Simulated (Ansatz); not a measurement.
Base system: SnSe2 in the 2H-MoS2 type structure (space group P6_3/mmc, No. 194; a hypothetical phase, not in the database extracts checked; layered, stacked along the Cartesian z axis).

```
SnSe2
1.0
    3.79559     0.00000     0.00000
   -1.89780     3.28708     0.00000
    0.00000     0.00000    12.02539
Sn Se
2 4
Cartesian
  0.00000   2.19139   3.00635
  1.89780   1.09569   9.01904
  0.00000   2.19139   7.30932
  1.89780   1.09569   1.29662
  1.89780   1.09569   4.71607
  0.00000   2.19139  10.72877
```

Cartesian axes are those of the cell as printed.

All numbers come from r2SCAN+rVV10 (Ansatz, an electronic-structure program, PAW, without spin-orbit coupling).

Base values:

The pressure is 0.0 GPa and the shortest interatomic distance is 2.779 Å.

It is then changed as follows: compressive biaxial strain of 1.24 % in the plane normal to [001], as in epitaxy on a mismatched substrate; the out-of-plane cell vector and the atoms relax.

Problem. Estimate the effect on the pressure.

Solution. The pressure (mean of the normal stresses, compression positive) goes from zero to 1.1 GPa.

Problem. Estimate the effect on the shortest interatomic distance.

Solution. The shortest interatomic distance falls by 0.019 Å, from 2.779 Å to 2.760 Å.

Without a gap, meshes like the base's 14×14×4 leave anisotropic stresses uncertain by several tenths of a GPa, and small strain energies with them. Stability against distortions was not tested. All final runs are without spin polarisation.
